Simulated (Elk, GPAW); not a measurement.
An Elk input for a self-consistent single point of CuPd3 (I4/mmm, 4 atoms in the cell) (DFT, PBEsol, all-electron FP-LAPW, Elk's shipped species files, APW+lo basis with extra local orbitals):

```
tasks
  0

xctype
  22

rgkmax
  7.5

gmaxvr
  16.0

nxlo
  2

lorbcnd
  .true.

rmtscf
  0.93

lmaxi
  3

stype
  3

swidth
  0.00499791

avec
   -3.5652177780    3.5652177780    7.3204399588
    3.5652177780   -3.5652177780    7.3204399588
    3.5652177780    3.5652177780   -7.3204399588

sppath
  './'

atoms
  2   : nspecies
  'Cu.in'   : spfname
  1   : natoms; atposl, bfcmt below
  0.0000000000  0.0000000000  0.0000000000    0.0 0.0 0.0
  'Pd.in'   : spfname
  3   : natoms; atposl, bfcmt below
  0.7500000000  0.2500000000  0.5000000000    0.0 0.0 0.0
  0.2500000000  0.7500000000  0.5000000000    0.0 0.0 0.0
  0.5000000000  0.5000000000  0.0000000000    0.0 0.0 0.0

ngridk
  10 10 10
```

Problem. Give the GPAW input for the same structure, mesh, smearing and functional.

Solution. One input that does it (others would too):

```python
from ase import Atoms
from ase.units import GPa
from gpaw import GPAW, PW, FermiDirac

atoms = Atoms(['Cu', 'Pd', 'Pd', 'Pd'],
              cell=[[-1.886632, 1.886632, 3.873810],
                    [1.886632, -1.886632, 3.873810],
                    [1.886632, 1.886632, -3.873810]],
              positions=[[0.000000, 0.000000, 0.000000],
                         [0.000000, 1.886632, 1.936905],
                         [1.886632, 0.000000, 1.936905],
                         [0.000000, 0.000000, 3.873810]],
              pbc=True)

calc = GPAW(mode=PW(800),
            xc='PBEsol',
            kpts={'size': (10, 10, 10), 'gamma': True},
            occupations=FermiDirac(0.136),
            nbands=-8,
            convergence={'density': 1e-05, 'energy': 1e-05},
            symmetry={'symmorphic': False, 'tolerance': 0.0005},
            maxiter=100)

atoms.calc = calc

energy = atoms.get_potential_energy()
print('Energy (eV):', round(energy, 6))
forces = atoms.get_forces()
print('Forces (eV/Ang):')
print(forces.round(5))
stress = atoms.get_stress()
print('Stress (GPa, Voigt):', (stress / GPa).round(4))
```

Basis settings and potentials, where a program has them, do not carry over. This input uses DFT PBEsol, plane waves, GPAW PAW datasets PBEsol (made by gpaw-setup).

The starting cell comes from a database of computed structures (which also holds hypothetical and non-ambient phases and stackings), without a prior relaxation at this level. Its lattice was rescaled by a random factor within 2.5 % of one. For this run, on top of that: lattice scaled by 0.98.
